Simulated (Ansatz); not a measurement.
Cost and result by functional for the adsorption energy of OH on the 1x1 (111) surface of fcc Ir, one in a 2x2 cell, started at the site 'hollow Ir-Ir-Ir over Ir at depth 4.4 Å', in Ansatz (plane waves, PAW). Single points on the PBE structure, on one kind of machine; costs are rough ratios of the slab run's core time (references not counted) to the cheapest single point. r2SCAN's cost holds its higher cutoff (500 against 420 eV). Differences are taken against r2SCAN for comparison alone: no measured value is at hand, so the table doesn't rank accuracy.

Set-up: 18 atoms, 6.6 Å thick at the start under the adsorbate (thin: gaps and levels are the slab's own); mesh 6x6x1; 0.1 eV smearing; dipole correction on; 8 atoms held, the rest relaxed; start symmetry kept, larger cells not searched; no spin, no spin-orbit, no U, no dispersion correction. At the end it is bonded to 2 Ir. In PBE it is, or lies within 0.03 eV of, the lowest of the starts that converged. These notes are the PBE run's. Adsorption energies are against H2O(g) − ½ H2(g). A negative adsorption energy means that the adsorbate is more stable on the surface than in its reference.

| functional | relative cost | adsorption energy (eV) | less r2SCAN (eV) |
|---|---|---|---|
| RPBE | 1 | 0.81 | 0.37 |
| r2SCAN | 2 | 0.44 | 0.00 |
| PBE (the relaxed run's value) | – | 0.61 | 0.17 |

The values span 0.37 eV, while the single points' costs differ by a factor of roughly 2. Differences are of unrounded values.

Ansatz is a first-principles code.
